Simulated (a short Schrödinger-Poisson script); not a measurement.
Structure: symmetric double-gate stack, SiO2 on p-type Si(100), at 300 K.

| layer | material | thickness (nm) | Na (cm⁻³) |
|---|---|---|---|
| 1 | SiO2 | 1.5 | - |
| 2 | Si | 6 | 2e16 |
| 3 | SiO2 | 1.5 | - |

Constants are typed, rounded textbook-type inputs, not results; the design itself was drawn at random and stands for no fabricated device. SiO2: permittivity 3.9, conduction-band edge (eV) 3.15, gap (eV) 9, electron mass (mₑ) 0.5. Si: permittivity 11.7, conduction-band edge (eV) 0, gap (eV) 1.124, Nv at 300 K (cm⁻³) 3.1e19.

Channel valleys (confinement mass, in-plane density-of-states mass, number): Δ2 0.916, 0.19, 2; Δ4 0.19, 0.417, 4. At the gates, both at one voltage, the conduction-band edge of layer 1 lies 3.27 eV − eVg above the Fermi level of the channel. Gaps are held at their typed values at every temperature. Mesh 0.03 nm at interfaces.

From a short Schrödinger-Poisson script (our own, NumPy): 1D Poisson equation in equilibrium, electrons classical, Fermi-Dirac, parabolic valleys, classical holes, full ionisation, no traps, pinning or gate leakage.

The same stack at other levels of the model or other numerical settings:

| run | sheet density of all electrons at Vg = 0.8 V (cm⁻²) | sheet density of all electrons at Vg = 0.2 V (cm⁻²) | capacitance of both gates at Vg = 0.8 V (μF/cm²) | gate voltage at 1e11 electrons/cm² (V) | rough cost against the base |
|---|---|---|---|---|---|
| base | 1.71e13 | 2.97e12 | 4.00 | -0.01 | about 1 |
| electrons treated as classical, Boltzmann | 1.78e13 | 3.01e12 | 4.25 | -0.01 | 0.4 |
| electrons treated as quantum, Hartree | 1.47e13 | 2.31e12 | 3.58 | 0.02 | 10 |
| mesh six times as coarse | 1.69e13 | 2.93e12 | 3.93 | -0.01 | 0.6 |

The classical rows ignore confinement, and Boltzmann statistics overrate the density once the band edge passes the Fermi level.
